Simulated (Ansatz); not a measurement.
**PtSb (model structure, started from the CoSn type, P6/mmm, No. 191, 6 atoms in the cell)**

Level of theory: r²SCAN in Ansatz (plane waves, PAW).

Settings: plane-wave cutoff 560 eV, 12×12×12 k mesh, Fermi–Dirac smearing 0.05 eV, scalar-relativistic PAW data made under PBE.

Cell (relaxed at this level):

```yaml
crystal:
  lattice:
    - [5.97279, 0.00000, 0.00000]
    - [-2.98639, 5.17259, 0.00000]
    - [0.00000, 0.00000, 4.24234]
  atoms:
    - { symbol: Pt, position: [0.50000, 0.00000, 0.00000] }
    - { symbol: Pt, position: [0.50000, 0.50000, 0.00000] }
    - { symbol: Pt, position: [0.00000, 0.50000, 0.00000] }
    - { symbol: Sb, position: [0.00000, 0.00000, 0.00000] }
    - { symbol: Sb, position: [0.33333, 0.66667, 0.50000] }
    - { symbol: Sb, position: [0.66667, 0.33333, 0.50000] }
```

```json
{
  "band_gap": "none",
  "bulk modulus B0": "118 GPa"
}
```

Note: the bulk modulus is −V dP/dV from two relaxed cells at ±2 % in volume; the relaxation could raise the start's symmetry but not lower it, so the cell can be a saddle point.

Spin–orbit coupling is not included; it can open a gap where bands touch, and shift volumes and moduli.

The computed numbers hold no vibrational or temperature effects.

Computing time: very roughly 14 core-minutes.

A model structure was made by putting elements into a prototype or built by hand; it is no filed structure, need not be a known phase, and can be a saddle point held by its symmetry.

Ansatz is a quantum-chemistry and plane-wave program.
